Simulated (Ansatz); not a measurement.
**ZnS: pressure series**

Start from ZnS in the zinc blende structure (space group F-43m, No. 216; a = 5.389 Å).

Cell and atoms are relaxed at each pressure.

Computed with r2SCAN (Ansatz, a first-principles code), scalar-relativistic without spin-orbit coupling.

| pressure (GPa) | volume per atom (Å³/atom) |
|---|---|
| -2 | 20.095 |
| -1 | 19.818 |
| 0 | 19.564 |
| 0.9 | 19.346 |
| 4.5 | 18.589 |
| 9 | 17.820 |
| 15 | ? |
| 22.5 | 16.188 |
| 30 | 15.532 |

Task: Fit the third-order Birch–Murnaghan form P(V) = (3B₀/2)[(V₀/V)^(7/3) − (V₀/V)^(5/3)]·[1 + (3/4)(B₀′ − 4)((V₀/V)^(2/3) − 1)] (squares taken in P) to the rows shown and predict the withheld row.

Result: Least squares on the printed values gives V₀ = 19.563 Å³/atom, B₀ = 78.9 GPa, B₀′ = 4.3; this predicts 17.000 Å³/atom, and the run gives 17.001 Å³/atom, in agreement.

Measured bulk modulus of ZnS: 77.1 GPa (temperature not stated; as listed in Cormac Toher et al., Physical Review Materials (2017)); the computed value is for a static lattice, so the two differ by thermal effects too.

Load acts through the strain it causes; cell and atoms are relaxed under it. Stability against distortions was not tested. Measured, ZnS leaves this structure (for rock salt) near 14.7 GPa (temperature not stated; as listed in Datta, Sujoy, Jana, Debnarayan, arXiv (2020)), on rising pressure, with hysteresis.
